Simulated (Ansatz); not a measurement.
## Pressure series in HgSb2O6

Base system: HgSb$_{2}$O$_{6}$ (space group P-31m, No. 162; a = 5.3088 Å, c = 4.8976 Å; a cell from a computed database, its experimental status unchecked).

Cell and atoms are relaxed at each pressure.

Method: PBEsol in Ansatz (plane waves to 420 eV, PAW, no SOC), earlier PAW set.

Notes on the quantities. band gap: an upper bound: an edge found on the path is not a true extremum; the base alone.

| change | shortest interatomic distance | band gap |
|---|---|---|
| base | 2.005 Å | 0.53 eV |
| pressure 30 GPa | ? | 0.74 eV |
| pressure 45 GPa | 1.929 Å | 0.77 eV |
| pressure 60 GPa | ? | 0.77 eV |

Q: What belongs in the blanks?

A: 
- pressure 30 GPa, shortest interatomic distance: 1.949 Å
- pressure 60 GPa, shortest interatomic distance: 1.913 Å

Spin-orbit coupling, missing from the scalar runs, can matter with Hg and Sb. Load acts through the strain it causes; cell and atoms are relaxed under it. Whether these cells are dynamically stable was not tested. No other phases were tried under pressure.

Ansatz is an electronic-structure program.
